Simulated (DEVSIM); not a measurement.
System: Ru/SiO2/p-Si capacitor, at 300 K.

```
layer (left to right)  material  thickness (nm)  Na (cm⁻³)
---------------------  --------  --------------  ---------
1                          SiO2            1.10          -
2                            Si            4300     1.8e16
```

Metal gate on the left, work function 4.7 eV. Fixed charge at the semiconductor interface 0 cm⁻² (in units of +e); interface traps 1.1e12 cm⁻² eV⁻¹, uniform in energy, neutral level at 0.3 of the gap above the valence band.

This is a model device: material constants are rounded textbook-type values typed into the input, and sizes, dopings and lifetimes were drawn at random. Values at 300 K.

| parameter | SiO2 | Si |
|---|---|---|
| gap (eV) | 9 | 1.124 |
| affinity (eV) | 0.9 | 4.05 |
| permittivity | 3.9 | 11.7 |
| Nc (cm⁻³) | - | 2.86e19 |
| Nv (cm⁻³) | - | 3.1e19 |

DEVSIM, 1D Poisson equation in equilibrium, Boltzmann statistics, complete ionisation; no quantum confinement or tunnelling. Metal contacts follow the ideal Schottky-Mott rule: no Fermi-level pinning, no interface dipoles.

The interface trap density was swept, all else fixed.

| interface trap density (cm^-2 eV^-1) | threshold voltage (band bending 2φF) (V) | minimum of the low-frequency capacitance (μF/cm²) |
|---|---|---|
| 0 | 0.48 | 0.0500 |
| 1e10 | 0.48 | 0.0515 |
| 1e11 | 0.48 | … |
| 3e11 | 0.49 | 0.0956 |
| 1e12 | 0.51 | 0.197 |
| 1.1e12 | 0.51 | 0.211 |
| 2e12 | 0.54 | 0.332 |

Question: What belongs in the gaps?

Answer: 
- 1e11, minimum of the low-frequency capacitance (μF/cm²): 0.0653
